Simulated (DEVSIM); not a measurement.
System: Schottky contact on n-type GaSb, at 300 K.

Layer 1 from the left is GaSb, thickness (μm) 0.790, Nd (cm⁻³) 1.6e15, τn (s) 3.6e-8, τp (s) 1.1e-8.

Left contact: Schottky, work function 4.52 eV, emission velocity 2.5e6 cm/s. Right contact: ohmic. Voltage is applied to the left contact. Recombination: SRH at mid-gap. Mobility is constant in doping.

This is a model device: material constants are rounded textbook-type values typed into the input, and sizes, dopings and lifetimes were drawn at random. Values at 300 K.

GaSb: gap (eV) 0.726, affinity (eV) 4.06, permittivity 15.7, Nc (cm⁻³) 2.1e17, Nv (cm⁻³) 1.8e19, μn (cm²/Vs) 5000, μp (cm²/Vs) 850.

DEVSIM, 1D drift-diffusion, Boltzmann statistics, complete ionisation; no tunnelling, impact ionisation, image-force lowering or self-heating. Metal contacts follow the ideal Schottky-Mott rule: no Fermi-level pinning, no interface dipoles.

Problem. What does the simulation give for the dark forward voltage at 100 A/cm², the dark forward voltage at 1 A/cm², the potential step across the device at zero bias?

Solution. dark forward voltage at 100 A/cm² 0.294 V; dark forward voltage at 1 A/cm² 0.167 V; potential step across the device at zero bias 0.334 V.
